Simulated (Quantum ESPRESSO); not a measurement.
Cost against accuracy: K_POINTS for MoRh (P-6m2, 2 atoms in the cell)

```yaml
crystal:
  lattice:
    - [2.79543, 0.00000, 0.00000]
    - [-1.39772, 2.42091, 0.00000]
    - [0.00000, 0.00000, 4.43737]
  atoms:
    - { symbol: Mo, position: [0.00000, 0.00000, 0.50000] }
    - { symbol: Rh, position: [0.33333, 0.66667, 0.00000] }
```

Computed with PBEsol, PseudoDojo standard norm-conserving (PBESOL) pseudopotentials (plane waves; Quantum ESPRESSO).

Base settings: ecutwfc = 90 Ry; occupations = smearing; smearing = fd; degauss = 0.0099958 Ry; potentials = {Mo: Mo.upf, Rh: Rh.upf}; K_POINTS = automatic 11 11 6 0 0 0; conv_thr = 1e-11 Ry; mixing_beta = 0.4.

Misses are taken against the tightest run, automatic 26 26 15 0 0 0, which need not be fully converged itself. The energy is the free energy per atom.

The count of work is k-points × plane waves × bands × iterations; it is no time, and leaves out set-up, grids and terms that scale otherwise. Core times come from one kind of shared machine and are given to one figure; runs under 30 s give none.

The starting cell comes from a database of computed structures (which also holds hypothetical and non-ambient phases and stackings), without a prior relaxation at this level. Spin polarisation is off. In the base run, with a pressure of about -12 GPa the cell is away from its equilibrium volume at this level.

The runs (K_POINTS): automatic 1 1 1 0 0 0 | automatic 2 2 2 0 0 0 | automatic 3 3 2 0 0 0 | automatic 4 4 3 0 0 0 | automatic 5 5 3 0 0 0 | automatic 6 6 4 0 0 0 | automatic 8 8 4 0 0 0 | automatic 9 9 5 0 0 0 | automatic 11 11 6 0 0 0 | automatic 13 13 7 0 0 0 | automatic 15 15 8 0 0 0 | automatic 18 18 10 0 0 0 | automatic 21 21 12 0 0 0 | automatic 26 26 15 0 0 0.

Which is the coarsest setting among those run that, with all tighter ones, holds the energy within 20 meV/atom of the reference, and what does it save?

automatic 5 5 3 0 0 0, off by 14 meV/atom; it needs 0.019 of the reference's count of work.

Which is the coarsest setting among those run that, with all tighter ones, holds the energy within 10 meV/atom of the reference, and what does it save?

automatic 6 6 4 0 0 0, off by 1.6 meV/atom; it needs 0.044 of the reference's count of work.

What does the step from automatic 2 2 2 0 0 0 to automatic 5 5 3 0 0 0 buy?

It takes the miss in the energy from 340 to 14 meV/atom, for 2.3 times the count of work.

```tsv
K_POINTS	energy less reference (meV/atom)	pressure less reference (GPa)	count of work / reference	core time / reference (rough)
automatic 1 1 1 0 0 0	662.27	54.19	0.0032	–
automatic 2 2 2 0 0 0	344.92	1.71	0.0084	–
automatic 3 3 2 0 0 0	191.65	2.43	0.013	–
automatic 4 4 3 0 0 0	-42.99	0.46	0.017	–
automatic 5 5 3 0 0 0	13.95	0.50	0.019	–
automatic 6 6 4 0 0 0	-1.59	-0.17	0.044	–
automatic 8 8 4 0 0 0	-3.56	-0.01	0.058	–
automatic 9 9 5 0 0 0	1.13	-0.17	0.071	–
automatic 11 11 6 0 0 0	-2.86	-0.08	0.12	0.1
automatic 13 13 7 0 0 0	1.68	0.09	0.16	0.1
automatic 15 15 8 0 0 0	-0.07	-0.03	0.26	0.2
automatic 18 18 10 0 0 0	-0.19	-0.02	0.44	0.4
automatic 21 21 12 0 0 0	-0.15	-0.01	0.60	0.5
automatic 26 26 15 0 0 0	0.00	0.00	1.0	1
```
